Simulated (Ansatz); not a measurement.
We consider MoTe2 (within 0.1 Å of P2₁/m, No. 11, 12 atoms in the cell; start mp-7459; a measured phase of this formula has another space group), described by PBE0 (plane waves, PAW; Ansatz, a program for electronic structure).

Input file:

Ansatz 0.2 input:
```yaml
crystal:
  lattice:
    - [6.3224828444, 0.0, -0.0713330404]
    - [0.0, 3.4506565411, 0.0]
    - [-0.7139423279, 0.0, 13.6406871349]
  atoms:
    - { symbol: Te, position: [0.4138950223, 0.0, 0.8962983636] }
    - { symbol: Te, position: [0.5862430482, 0.5, 0.1036995822] }
    - { symbol: Te, position: [0.9059266697, 0.5, 0.8491909218] }
    - { symbol: Te, position: [0.0942072295, 0.0, 0.1508059105] }
    - { symbol: Te, position: [0.4422450032, 0.5, 0.650234198] }
    - { symbol: Te, position: [0.5576210355, 0.0, 0.3497622827] }
    - { symbol: Te, position: [0.9440665319, 0.0, 0.6039522365] }
    - { symbol: Te, position: [0.0557882934, 0.5, 0.3960421919] }
    - { symbol: Mo, position: [0.8185738154, 0.0, 0.9921879948] }
    - { symbol: Mo, position: [0.1815668571, 0.5, 0.0078084228] }
    - { symbol: Mo, position: [0.6799784872, 0.5, 0.4934068336] }
    - { symbol: Mo, position: [0.3198780066, 0.0, 0.5065910615] }
basis:
  ecutwfc: 460
  ecutrho_ratio: 4
  xc_grid: 2
kpoints:
  mp_grid: { grid: [4, 6, 2] }
hamiltonian:
  xc: pbe0
  dispersion: none
  pseudopotentials: { azcp: { folder: ./paw }, kind: paw }
scf:
  occupations: { method: fermi_dirac, width: 0.01 }
  convergence: { dr2_threshold: 0.0000000012 }
output:
  forces: true
  stress: true
  eigenvalues: true
```

The run printed, among other lines:

```
WARN output.stress: scf.exx.energy_threshold = 1e-6 eV is looser than the 1.2e-7 eV advised for a stress under a hybrid functional (1e-8 eV for each atom of …
Crystal: 12 atoms, lattice volume = 297.419 Å³
Basis set: ecut = 460 eV, 6655 PW (Γ), exchange–correlation on 90×50×192 points (8 copies of the dense FFT grid, shifted against one another)
Bands: 111, of which v1, the nominal top of the filled ones, is band 92 counted from 1 (91 counted from 0)
Symmetry: 2 space group operations
Space group: Pm (ITA 6), of the structure as read, at distance tolerance 6.7e-5 Å
k-points: 24 of 48 (time reversal used)
Initial density: superposition of atomic densities (chi_scale 0.1, normalization cell, long waves kept (reshape's long-wave potential 0.01 eV rms))
Functional: x = pbe(κ = 0.804, μ = 0.2195149727645171), c = pbe(β = 0.06672455060314922), warm-up for x = 0.75 pbe(κ = 0.804, μ = 0.2195149727645171) + 0.25 exact, c = pbe(β = 0.06672455060314922)
SCF iter   1: F=—  HF=-75669.728922 eV  |F-HF|=—  |Δ(HF+E_count)|=         —  Δρ=5.22e-2  dr2=1.01e1
SCF iter   2: F=—  HF=-75668.300478 eV  |F-HF|=—  |Δ(HF+E_count)|=    1.43e0  Δρ=3.03e-2  dr2=3.43e0
  ...
SCF 1 converged in 16 iterations: F = -75667.429453 eV  dr2 = 8.42e-10
Crystal: 12 atoms, lattice volume = 297.419 Å³
Initial density: handed on by an earlier stage of this run
  ...
Crystal: 12 atoms, lattice volume = 297.419 Å³
Crystal: 12 atoms, lattice volume = 297.419 Å³
SCF 6 converged in 5 iterations: F = -75702.467063 eV  dr2 = 4.82e-10
Crystal: 12 atoms, lattice volume = 297.419 Å³
Crystal: 12 atoms, lattice volume = 297.419 Å³
SCF iter   6: F=—  HF=-75702.464801 eV  |F-HF|=—  |Δ(HF+E_count)|=  7.28e-11  Δρ=2.10e-7  dr2=4.92e-10
SCF iter   7: F=-75702.464801 eV  HF=-75702.464801 eV  |F-HF|=1.46e-11  |Δ(HF+E_count)|=  4.37e-11  Δρ=8.32e-8  dr2=3.81e-11
SCF 8 converged in 7 iterations: F = -75702.464801 eV  dr2 = 3.81e-11
Free energy (F): -75702.467063 eV
Internal energy: -75702.467063 eV  (E = F + TS)
E sigma→0 (E₀):  -75702.467063 eV
Fermi energy:    12.717233 eV
--- Forces (eV/Å), atoms counted from 1 ---
  atom   1  Te    -0.05839834     0.00000000     0.03108862
  atom   2  Te     0.05859839     0.00000000    -0.03108634
  atom   3  Te    -0.02419253    -0.00000000     0.32240018
  atom   4  Te     0.02406066     0.00000000    -0.32261056
  atom   5  Te    -0.03922013     0.00000000    -0.34140053
  atom   6  Te     0.03914306    -0.00000000     0.34188078
  atom   7  Te     0.02870479     0.00000000     0.02608823
  atom   8  Te    -0.02863285    -0.00000000    -0.02602397
  atom   9  Mo     0.19375358    -0.00000000     0.04207948
  atom  10  Mo    -0.19397035     0.00000000    -0.04180082
  atom  11  Mo    -0.35612220     0.00000000    -0.11931845
  atom  12  Mo     0.35627641    -0.00000000     0.11867870
--- Stress (GPa, compression-positive) ---
        0.119671      -0.000000       0.059519
       -0.000000       1.260787      -0.000000
        0.059519      -0.000000       1.398616
  P = ⅓ Tr σ = 0.9264 GPa (9.264 kbar)
```

The PAW data were made under PBE.

Note: the run has no spin polarisation, so it can have missed a magnetic state. Note: cell and atoms aren't relaxed at this level (largest force component 0.36 eV/Å, pressure 0.9 GPa).

It cost about 40 core-minutes (a rough figure) of CPU time.

A start named mp-… is a Materials Project structure, which need not be a measured phase.
